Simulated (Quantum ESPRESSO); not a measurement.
## Converging the plane-wave cutoff: ZrSc (P3m1, 2 atoms in the cell)

```xyz
2
Lattice="3.2993 0.0000 0.0000 -1.6496 2.8572 0.0000 0.0000 0.0000 5.1808" Properties=species:S:1:pos:R:3 pbc="T T T"
Zr     1.6496     0.9524     0.0500
Sc     0.0000     0.0000     2.5904
```

Computed with LDA (PZ), GBRV 1.5 ultrasoft (LDA) pseudopotentials (plane waves; Quantum ESPRESSO).

Base settings: ecutwfc = 50 Ry; ecutrho = 400 Ry; occupations = smearing; smearing = fermi-dirac; degauss = 0.0073499 Ry; potentials = {Zr: zr_lda_v1.uspp.F.UPF, Sc: sc_lda_v1.uspp.F.UPF}; K_POINTS = automatic 4 4 3 0 0 0; conv_thr = 1e-11 Ry.

Moved along: ecutrho.

The second cell is the first with its lattice scaled by 0.98.

The mesh stays at the base's, so the ladder's end is converged at best in this setting alone.

Only quantities that move along the ladder and can be compared are tabulated.

The count of work is k-points × plane waves × bands × iterations; it is no time. 

The starting cell comes from a database of computed structures (which also holds hypothetical and non-ambient phases and stackings), without a prior relaxation at this level. Its lattice was rescaled by up to half a per cent. One atom was moved a little off its site on purpose. In the base run, with a pressure of about -7 GPa the cell is away from its equilibrium volume at this level. Without a gap this mesh is coarse (it stands for a supercell whose shortest vector is 13 Å).

```tsv
ecutwfc	free energy less the last step's (meV/atom)	energy of the compressed cell less the first (meV/atom)	pressure (GPa)	count of work / last
17.5 Ry	224.04	-38.24	-14.21	0.054
20 Ry	82.21	-43.08	-9.40	0.071
22 Ry	39.94	-42.95	-7.98	0.084
25 Ry	16.06	-42.21	-7.09	0.090
28 Ry	9.78	-42.47	-6.79	0.11
30 Ry	8.41	-42.38	-6.73	0.14
35 Ry	6.14	-42.41	-6.76	0.16
40 Ry	3.38	-42.38	-6.75	0.19
45 Ry	2.12	-42.44	-6.69	0.23
50 Ry	1.83	-42.43	-6.68	0.25
55 Ry	1.52	-42.43	-6.69	0.29
60 Ry	1.01	-42.43	-6.70	0.36
68 Ry	0.51	-42.42	-6.68	0.46
75 Ry	0.43	-42.43	-6.67	0.50
88 Ry	0.21	-42.43	-6.68	0.64
100 Ry	0.09	-42.45	-6.67	0.81
120 Ry	0.00	-42.43	-6.67	1.0
```

Coarsest ecutwfc that holds the pressure within 0.1 GPa of the last step, with all finer ones: 30 Ry, at 0.14 of the last step's count of work; the step before is off by 0.11 GPa.

Coarsest ecutwfc that holds the energy of the compressed cell less the first within 1 meV/atom of the last step, with all finer ones: 20 Ry, at 0.071 of the last step's count of work; the step before is off by 4.2 meV/atom.

Coarsest ecutwfc that holds the free energy within 5 meV/atom of the last step, with all finer ones: 40 Ry, at 0.19 of the last step's count of work; the step before is off by 6.1 meV/atom.

The energy difference between the two cells stays within 1 meV/atom of the last step's from 20 Ry on, the total only from 68 Ry on: much of the error is common to both cells and cancels.

At the lowest cutoff the pressure lies 7.5 GPa under the last step's, the usual sign of Pulay stress in an incomplete plane-wave basis.
